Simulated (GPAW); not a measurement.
A self-consistent single point of NaF (Fm-3m, 2 atoms in the cell) with GPAW

Method: PBE, GPAW PAW datasets PBE (gpaw-data 1.0.1) (plane waves; GPAW).

This input was run:

```python
from ase import Atoms
from ase.units import GPa
from gpaw import GPAW

atoms = Atoms(['Na', 'F'],
              cell=[[0.000000, 2.321945, 2.321945],
                    [2.321945, 0.000000, 2.321945],
                    [2.321945, 2.321945, 0.000000]],
              scaled_positions=[[0.000000, 0.000000, 0.000000],
                                [0.500000, 0.500000, 0.500000]],
              pbc=True)

calc = GPAW(mode={'name': 'pw', 'ecut': 950},
            xc='PBE',
            kpts=(7, 7, 7),
            occupations={'name': 'fermi-dirac', 'width': 0.01},
            nbands=-6,
            convergence={'forces': 0.001, 'bands': -4},
            symmetry={'symmorphic': False, 'tolerance': 0.0005},
            maxiter=150)

atoms.calc = calc

energy = atoms.get_potential_energy()
print('Energy (eV):', round(energy, 6))
forces = atoms.get_forces()
print('Forces (eV/Ang):')
print(forces.round(5))
stress = atoms.get_stress()
print('Stress (GPa, Voigt):', (stress / GPa).round(4))
```

Log, with long lists cut:

```
Input parameters:
  convergence: {bands: -4,
                forces: 0.001}
  kpts: [7 7 7]
  maxiter: 150
  mode: {ecut: 950,
         name: pw}
  nbands: -6
  occupations: {name: fermi-dirac,
                width: 0.01}
  symmetry: {symmorphic: False,
             tolerance: 0.0005}
  xc: PBE

species:
  Na:
    name: Sodium
    Z: 11.0
    valence: 7
    core: 4
    charge: 0.0
    file: Na.PBE.gz

    # Using partial waves for Na as LCAO basis

  F:
    name: Fluorine
    Z: 9.0
    valence: 7
    core: 2
    charge: 0.0
    file: F.PBE.gz

    # Using partial waves for F as LCAO basis

Reference energy: -7132.691283  # eV

Spin-paired calculation

Convergence criteria:
 Maximum [total energy] change in last 3 cyles: 0.0005 eV / valence electron
 Maximum integral of absolute [dens]ity change: 0.0001 electrons / valence electron
 Maximum integral of absolute [eigenst]ate change: 4e-08 eV^2 / valence electron
 Maximum change in the atomic [forces] across last 2 cycles: 0.001 eV/Ang OR
Maximum error relative to the maximum force is below inf
 Maximum number of scf [iter]ations: 150

Symmetries present (total): 48
Symmetries with fractional translations: 0
343 k-points: 7 x 7 x 7 Monkhorst-Pack grid
20 k-points in the irreducible part of the Brillouin zone
       k-points in crystal coordinates                weights
   0:     0.00000000    0.00000000    0.00000000          1/343
   1:     0.14285714    0.14285714    0.00000000          6/343
   2:     0.14285714    0.14285714    0.14285714          8/343
   [... 7 lines left out ...]
          ...
  19:     0.42857143    0.42857143    0.42857143          8/343

Wave functions: Plane wave expansion
  Cutoff energy: 950.000 eV
  Number of coefficients (min, max): 1643, 1687
  Pulay-stress correction: 0.000000 eV/Ang^3 (de/decut=0.000000)

Occupation numbers: Fermi-Dirac:
  width: 0.0100  # eV

Eigensolver

Densities:
  Coarse grid: 24*24*24 grid
  Fine grid: 48*48*48 grid
  Total Charge: 0.000000

Density mixing:
  Method: separate
  Backend: pulay
  Linear mixing parameter: 0.05
  old densities: 5
  Damping of long wavelength oscillations: 50

Hamiltonian:
  XC and Coulomb potentials evaluated on a 48*48*48 grid
  External potential:
    NoExternalPotential

XC parameters: PBE with 2 nearest neighbor stencil

Number of atoms: 2
Number of atomic orbitals: 11
Number of bands in calculation: 13
Number of valence electrons: 14
Bands to converge: 9

Density initialized from atomic densities
  11 bands from LCAO basis set
  2 bands from random numbers

Atomic positions and initial magnetic moments

Positions:
   0 Na     0.000000    0.000000    0.000000    ( 0.0000,  0.0000,  0.0000)
   1 F      2.321945    2.321945    2.321945    ( 0.0000,  0.0000,  0.0000)

Unit cell:
           periodic     x           y           z      points  spacing
  1. axis:    yes    0.000000    2.321945    2.321945    24     0.1117
  2. axis:    yes    2.321945    0.000000    2.321945    24     0.1117
  3. axis:    yes    2.321945    2.321945    0.000000    24     0.1117

  Lengths:   3.283726   3.283726   3.283726
  Angles:   60.000000  60.000000  60.000000

Effective grid spacing dv^(1/3) = 0.1219

     iter     time        total  log10-change:
                         energy   eigst   dens  force
iter:   1 --:--:--    -9.038114   +1.05
iter:   2 --:--:--    -8.916124   -0.26  -1.23
iter:   3 --:--:--    -8.591398   -0.87  -1.27
iter:   4 --:--:--    -8.587741   -1.87  -1.48
iter:   5 --:--:--    -8.589647c  -2.30  -1.78
iter:   6 --:--:--    -8.602929   -1.97  -2.66
iter:   7 --:--:--    -8.589596   -2.48  -2.10
iter:   8 --:--:--    -8.589241   -3.02  -2.81
iter:   9 --:--:--    -8.589132c  -3.94  -3.18
iter:  10 --:--:--    -8.589097c  -5.23  -3.36
iter:  11 --:--:--    -8.589096c  -5.92  -4.08c
iter:  12 --:--:--    -8.589096c  -6.88  -4.70c
iter:  13 --:--:--    -8.589096c  -6.85  -4.38c
iter:  14 --:--:--    -8.589096c  -6.89  -4.77c
iter:  15 --:--:--    -8.589096c  -7.59c -4.72c
iter:  16 --:--:--    -8.589096c  -8.39c -5.19c -22.93c

Converged after 16 iterations.

Dipole moment: (-0.000000, -0.000000, 0.000000) |e|*Ang

Energy contributions relative to reference atoms: (reference = -7132.691283)

Kinetic:        +11.571074
Potential:      -10.716230
External:        +0.000000
XC:              -9.414549
Entropy (-ST):   -0.000000
Local:           -0.029390
SIC:             +0.000000
--------------------------
Free energy:     -8.589096
Extrapolated:    -8.589096

Showing only first 2 kpts
 Kpt  Band  Eigenvalues  Occupancy
  0     5     -1.76924    2.00000
  0     6     -1.76923    2.00000
  0     7      4.52442    0.00000
  0     8     17.20434    0.00000

  1     5     -1.85086    2.00000
  1     6     -1.85085    2.00000
  1     7      5.43795    0.00000
  1     8     14.95975    0.00000

Fermi level: -0.08974

Gap: 6.294 eV
Transition (v -> c):
  (s=0, k=0, n=6, [0.00, 0.00, 0.00]) -> (s=0, k=0, n=7, [0.00, 0.00, 0.00])
No difference between direct/indirect transitions
Energy (eV): -8.589096

Forces in eV/Ang:
  0 Na    0.00000   -0.00000    0.00000
  1 F     0.00000   -0.00000   -0.00000

Stress tensor:
    -0.004595    -0.000000    -0.000000
    -0.000000    -0.004595    -0.000000
    -0.000000    -0.000000    -0.004595
Stress (GPa, Voigt): [-0.7362 -0.7362 -0.7362 -0.     -0.     -0.    ]
```

The run converged in 16 iterations. GPAW prints stress with tension positive.

At such cutoffs GPAW's stress carries a finite-basis (Pulay) error, which enters relaxed cells too; its log prints stress with tension positive.

The starting cell has typed, rounded lattice constants, without a prior relaxation at this level. Its lattice was rescaled by up to half a per cent.
